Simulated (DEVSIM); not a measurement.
System: Schottky contact on n-type In0.53Ga0.47As, at 300 K.

| layer (left to right) | material | thickness (μm) | Nd (cm⁻³) | τn (s) | τp (s) |
|---|---|---|---|---|---|
| 1 | In0.53Ga0.47As | 1.70 | 4.1e15 | 5.3e-8 | 5.3e-8 |

Left contact: Schottky, work function 4.89 eV, emission velocity 2.5e6 cm/s. Right contact: ohmic. Voltage is applied to the left contact. Recombination: SRH at mid-gap, radiative. Mobility is μmin + (μ − μmin)/(1 + (N/Nref)^α).

This is a model device: material constants are rounded textbook-type values typed into the input, and sizes, dopings and lifetimes were drawn at random. Values at 300 K.

```tsv
parameter	In0.53Ga0.47As
gap (eV)	0.74
affinity (eV)	4.51
permittivity	13.9
Nc (cm⁻³)	2.1e17
Nv (cm⁻³)	7.7e18
μn (cm²/Vs)	12000
μp (cm²/Vs)	300
μn,min	300
μp,min	10
Nref,n	1.3e17
Nref,p	4.9e17
αn	0.48
αp	0.4
B (cm³/s)	9.6e-11
```

Model (solved in DEVSIM): 1D drift-diffusion, Boltzmann statistics, complete ionisation; no tunnelling, impact ionisation, image-force lowering or self-heating. Metal contacts follow the ideal Schottky-Mott rule: no Fermi-level pinning, no interface dipoles.

The doping Nd of layer 1 was swept, all else fixed.

| doping Nd of layer 1 (cm^-3) | dark forward voltage at 100 A/cm² (V) | potential step across the device at zero bias (V) | largest field in the device at zero bias (V/cm) |
|---|---|---|---|
| 1.2e14 | 0.275 | 0.187 | 2300 |
| 4.1e14 | 0.233 | 0.219 | 4500 |
| 1.2e15 | 0.218 | 0.246 | 8300 |
| 4.1e15 | 0.210 | 0.278 | 16000 |
| 1.2e16 | 0.208 | 0.306 | 30000 |
| 4.1e16 | 0.207 | 0.338 | 57000 |

From the first row to the last the dark forward voltage at 100 A/cm² goes from 0.275 to 0.207. From the first row to the last the potential step across the device at zero bias goes from 0.187 to 0.338.
